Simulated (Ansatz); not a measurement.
## Ti (P6_3/mmc): band-structure transport figures

Given:

```
Ti
1.0
    2.87279     0.00000     0.00000
   -1.43639     2.48791     0.00000
    0.00000     0.00000     4.62891
Ti
2
Cartesian
  0.00000   1.65861   1.15723
  1.43639   0.82930   3.47168
```

All values below come from PBEsol, rigid bands (plane waves, PAW, scalar-relativistic; Ansatz, a quantum-chemistry and plane-wave program). Condition of this run: biaxial stress xx = yy = 2 GPa (compression positive) (the target of the relaxation). How the cell was made: cell and atoms relaxed with PBEsol, then loaded as said.

```yaml
density of states at the Fermi level: 1.81 states/(eV·cell), both spins
bare Sommerfeld coefficient: 2.1 mJ/(mol of atoms·K²)
drude_plasma_energy: 3.8 (x), 3.8 (y), 4.1 (z) eV
root-mean-square Fermi velocity: 3.3e5 m/s
resistivity times τ: 33 (x), 33 (y), 29 (z) ×10⁻²² Ω·m·s
```

A metal at this level (no band gap); rigid bands, thermally averaged at 300 K, both spins. Spin-orbit coupling is left out. τ is one relaxation time for all states.
